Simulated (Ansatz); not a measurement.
Consider SiC in the wurtzite structure (space group P6_3mc, No. 186; a = 3.075 Å, c = 5.048 Å). Axes: x lies along a and z along c of the hexagonal cell.

Computed with r2SCAN (Ansatz, an electronic-structure program; PAW; 500 eV plane waves; no SOC).

Before the change:

| Quantity | Result |
|---|---|
| Electron mass | 0.26 mₑ along c, 0.43 mₑ across (at K) |

One thing is altered: tensile biaxial strain of 1.89 % in the plane normal to [001], as in epitaxy on a mismatched substrate; the out-of-plane cell vector and the atoms relax.

Q: Estimate the effect on the out-of-plane strain.

A: The out-of-plane strain comes out as -0.30 %.

Q: How does this affect the electron mass?

A: The electron mass goes from 0.26 mₑ along c, 0.43 mₑ across (at K) to 0.26 mₑ out of plane, 0.44 mₑ in plane (at K).

Q: How does this affect the valley order?

A: The valley order (the lowest conduction-band minima on the path, energy above the VBM, named in the base's zone) comes out as K (-1/3, -1/3, 0) 2.78 eV; M (0, 1/2, 0) 2.95 eV.

The levels and masses belong to the bands next to the band gap. Effective masses come from finite differences of ±0.01 Å⁻¹. No phonon test of stability was made.
